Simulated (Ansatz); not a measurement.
Seebeck coefficient (μV/K, mean over directions) of p-type CsPbCl$_{3}$ (Pm-3m) against carrier density, PBEsol with spin-orbit coupling, rigid bands (Ansatz, a program for electronic structure). Computed gap 0.62 eV; densities at which minority carriers matter at this gap, or further valleys turn the trend, are left out. Conductivity mass 0.146 mₑ (harmonic mean over directions), N_v = 1.3e18 cm⁻³ at 300 K.

```tsv
hole density	300 K	500 K
1e17 cm⁻³	430	504
1e18 cm⁻³	239	309
3e18 cm⁻³	157	221
1e19 cm⁻³	89	…
3e19 cm⁻³	50	…
1e20 cm⁻³	30	50
3e20 cm⁻³	…	40
1e21 cm⁻³	23	36
```

Question: Complete the blanks.

Answer: 
- 1e19 cm⁻³, 500 K: 138
- 3e19 cm⁻³, 500 K: 84
- 3e20 cm⁻³, 300 K: 23

Rigid bands with a gap fixed in temperature, one relaxation time for all states, no polarons or phonon drag, and whether or not such doping can be reached.

CsPbCl3 (Pm-3m): a high-temperature phase held by its symmetry.
